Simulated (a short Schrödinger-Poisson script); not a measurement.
MOS inversion layer, SiO2 on p-type GaAs

Stack: MOS inversion layer, SiO2 on p-type GaAs, at 150 K.

```
layer  material  thickness (nm)  Na (cm⁻³)
-----  --------  --------------  ---------
1          SiO2             1.1          -
2          GaAs             520     9.2e17
```

Constants are typed, rounded textbook-type inputs, not results; the design itself was drawn at random and stands for no fabricated device. SiO2: permittivity 3.9, conduction-band edge (eV) 3.17, gap (eV) 9, electron mass (mₑ) 0.5. GaAs: permittivity 12.9, conduction-band edge (eV) 0, gap (eV) 1.424, Nv at 300 K (cm⁻³) 9e18.

Channel valleys (confinement mass, in-plane density-of-states mass, number): Γ 0.067, 0.067, 1. At the gate the conduction-band edge of layer 1 lies 3.43 eV − eVg above the Fermi level of the channel; the field vanishes at the back. Gaps are held at their typed values at every temperature. Mesh 0.03 nm at interfaces.

Solved with a short Schrödinger-Poisson script written for these runs: 1D Poisson equation in equilibrium, electrons quantum, Hartree (BenDaniel-Duke, 12 states a valley, the channel's in-plane mass for all, wave functions free to enter the dielectric), parabolic valleys, classical holes, full ionisation, no traps, pinning or gate leakage.

| Vg (V) | electrons (cm⁻²) | C (μF/cm²) | Γ E0 (meV) | Γ E1 (meV) |
|---|---|---|---|---|
| 0.6 | 2.50e7 | 0.220 | 123.9 | 341.8 |
| 0.65 | 7.63e8 | 0.224 | 79.6 | 300.2 |
| 0.7 | 2.08e10 | 0.398 | 36.5 | 259.7 |
| 0.75 | 2.03e11 | 1.08 | 3.6 | 229.7 |
| 0.8 | 5.74e11 | 1.39 | -17.5 | 211.8 |
| 0.85 | 1.01e12 | 1.48 | -35.1 | 197.6 |
| 0.9 | 1.46e12 | 1.51 | -51.8 | 184.3 |
| 0.95 | 1.91e12 | 1.52 | -68.2 | 171.1 |
| 1 | 2.37e12 | 1.53 | -84.7 | 157.9 |
| 1.05 | 2.83e12 | 1.54 | -101.2 | 144.6 |
| 1.1 | 3.30e12 | 1.55 | -117.8 | 131.2 |
| 1.15 | 3.76e12 | 1.55 | -134.4 | 117.8 |

Gate voltages with under 1e6 electrons/cm² are left out.

Subbands count from the Fermi level.

Above a few 1e12 electrons/cm² a light Γ valley is non-parabolic and upper valleys begin to fill, which the model leaves out.
